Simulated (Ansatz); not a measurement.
Base system: LiH in the rock salt structure (space group Fm-3m, No. 225; a = 4.004 Å). Axes: x, y, z lie along the cube axes.

Computed with r2SCAN (Ansatz, a quantum-chemistry and plane-wave program, PAW, no spin-orbit coupling), earlier PAW set.

Before the change:

Band gap: 3.63 eV

The change: biaxial strain +1.80 %, plane normal [001], relaxed out of plane (Cartesian); in-plane vectors clamped, the third vector and the atoms free.

Problem. Estimate the effect on the band gap.

Solution. The band gap drops by 0.21 eV, from 3.63 eV to 3.42 eV.

Problem. What does the calculation give for the out-of-plane strain after the change?

Solution. The out-of-plane strain comes out as -0.55 %.

Whether these cells are dynamically stable was not tested.
